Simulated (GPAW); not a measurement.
GPAW run on Na (Im-3m, 1 atom in the cell): self-consistent single point.

Method of the run: PBEsol, GPAW PAW datasets PBEsol (made by gpaw-setup) (plane waves; GPAW 25.7.0).

```yaml
crystal:
  lattice:
    - [-2.08298, 2.08298, 2.08298]
    - [2.08298, -2.08298, 2.08298]
    - [2.08298, 2.08298, -2.08298]
  atoms:
    - { symbol: Na, position: [0.00000, 0.00000, 0.00000] }
```

Reference input (self-consistent single point, DFT PBE, plane waves, GPAW PAW datasets PBE (gpaw-data 1.0.1)): mode = pw; ecut = 800 eV; xc = PBE; kpts = 8 8 8; mesh shift (steps) = 0 0 0; occupations.name = fermi-dirac; occupations.width = 0.1 eV; nbands = -5; symmetry.symmorphic = false; symmetry.tolerance = 0.0005; maxiter = 120. This run's input differs from it in these lines:

```diff
@@ -12,3 +12,3 @@
 calc = GPAW(mode={'name': 'pw', 'ecut': 800},
-            xc='PBE',
+            xc='PBEsol',
             kpts={'size': (8, 8, 8), 'gamma': True},
```

Its files differ too (potentials: GPAW PAW datasets PBEsol (made by gpaw-setup)).

Log, with long lists cut:

```
     iter     time        total  log10-change:
                         energy   eigst   dens
iter:   1 --:--:--    -1.409072
iter:   2 --:--:--    -1.409503   -1.97  -1.70
iter:   3 --:--:--    -1.403606   -2.83  -1.72
iter:   4 --:--:--    -1.405186   -3.93  -2.58
iter:   5 --:--:--    -1.402580c  -3.91  -2.60
iter:   6 --:--:--    -1.402544c  -5.83  -3.52
iter:   7 --:--:--    -1.402562c  -5.75  -3.96
iter:   8 --:--:--    -1.402543c  -6.10  -3.67
iter:   9 --:--:--    -1.402543c  -8.00c -5.57c
Converged after 9 iterations.

Dipole moment: (-0.000000, -0.000000, 0.000000) |e|*Ang

Energy contributions relative to reference atoms: (reference = -4407.982521)

Kinetic:         +1.522103
Potential:       -1.265771
External:        +0.000000
XC:              -1.615695
Entropy (-ST):   -0.020158
Local:           -0.033101
SIC:             +0.000000
--------------------------
Free energy:     -1.412622
Extrapolated:    -1.402543

Showing only first 2 kpts
 Kpt  Band  Eigenvalues  Occupancy
  0     1    -24.49458    2.00000
  0     2    -24.49458    2.00000
  0     3     -3.01276    2.00000
  0     4     12.20502    0.00000

  1     1    -24.49652    2.00000
  1     2    -24.49457    2.00000
  1     3     -2.73308    2.00000
  1     4      9.58204    0.00000

Fermi level: 0.35134

No gap
No difference between direct/indirect transitions
Energy (eV): -1.402543

Forces in eV/Ang:
  0 Na    0.00000    0.00000   -0.00000

Stress tensor:
    -0.000488     0.000000     0.000000
     0.000000    -0.000488    -0.000000
     0.000000    -0.000000    -0.000488
Stress (GPa, Voigt): [-0.0781 -0.0781 -0.0781 -0.      0.      0.    ]
```

The run converged in 9 iterations. GPAW prints stress with tension positive. Against the reference run the pressure goes from 0.24 to 0.08 GPa.

The starting cell comes from a database of computed structures (which also holds hypothetical and non-ambient phases and stackings), without a prior relaxation at this level. Its lattice was rescaled by a random factor within 2.5 % of one.
